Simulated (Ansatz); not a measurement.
Method: PBE (plane waves to 420 eV, PAW; Ansatz, an electronic-structure program).

Plane-averaged electrostatic potential energy along the normal, in eV from the Fermi level, for S on the 1x1 (111) surface of fcc Ag, one in a 1x1 cell, started at the site 'hollow Ag-Ag-Ag over Ag at depth 2.4 Å':

```tsv
z (Å)	V (eV)
5.30	4.39
5.59	4.39
5.89	4.39
6.18	4.38
6.48	4.38
6.77	4.37
7.07	4.34
7.36	4.28
7.66	4.16
7.95	3.91
8.24	3.36
8.54	2.16
8.83	-0.99
9.13	-6.19
9.42	-10.50
9.72	-11.91
10.01	-9.89
10.31	-5.28
10.60	-0.56
10.89	1.00
11.19	-1.05
11.48	-5.96
11.78	-10.40
12.07	-12.08
12.37	-10.33
12.66	-5.84
12.96	-0.94
13.25	1.01
13.54	-0.69
13.84	-5.49
14.13	-10.08
14.43	-12.02
14.72	-10.52
15.02	-6.18
15.31	-1.19
15.61	1.04
15.90	-0.39
16.19	-5.11
16.49	-9.88
16.78	-12.12
17.08	-10.94
17.37	-6.79
17.67	-1.80
17.96	0.34
18.26	-2.46
18.55	-7.71
18.84	-9.86
19.14	-9.27
19.43	-5.57
19.73	0.49
20.02	3.74
20.32	4.96
20.61	5.44
20.91	5.62
21.20	5.69
21.49	5.72
21.79	5.73
22.08	5.73
22.38	5.74
22.67	5.74
22.97	5.74
23.26	5.74
```

Set-up: 5 atoms, 7.1 Å thick at the start under the adsorbate (thin: gaps and levels are the slab's own); mesh 12x12x1; 0.1 eV smearing; dipole correction on; 2 atoms held, the rest relaxed; start symmetry kept, larger cells not searched; spin-polarised, no spin-orbit, no U, no dispersion correction. The starting moment vanished. At the end it is bonded to 3 Ag. In PBE it is, or lies within 0.03 eV of, the lowest of the starts that converged.

Question: The surface cell has an area of 7.45 Å². What dipole along the normal does the step between the two vacuum levels imply?

Answer: the top vacuum level lies 1.35 eV above the bottom one; p = −ε₀ A ΔV (ε₀ = 0.005526 e/(V·Å)) gives -0.06 e·Å a cell.
